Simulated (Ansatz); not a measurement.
Start from NaCl in the rock salt structure (space group Fm-3m, No. 225; a = 5.602 Å).

Method: DFT with PBEsol, PAW potentials and a 420 eV plane-wave cutoff in Ansatz (an electronic-structure program), without spin-orbit coupling.

For the base:

| Item | Value |
|---|---|
| Gap between the host's bands | 5.01 eV |
| Gap character | direct at Γ |

Modification: hole doping at 1.0×10^21 cm⁻³ (0.0440 per cell), with a uniform compensating background at fixed cell and a 300 K Fermi–Dirac width.

Task: Estimate the effect on the gap between the host's bands.

Result: The gap between the host's bands grows by 0.07 eV to 5.08 eV.

Task: Predict the new Fermi level from band edge.

Result: The Fermi level relative to the doped band's edge (positive inside the band; to 0.05 eV) amounts to +0.05 eV.

Task: What does the calculation give for the gap character after the change?

Result: The gap character remains direct at Γ.

Carriers are added with a uniform compensating background; total energy and stress of such cells depend on the potential's zero and are not compared; many-body gap narrowing is missing at this level. Whether these cells are dynamically stable was not tested.
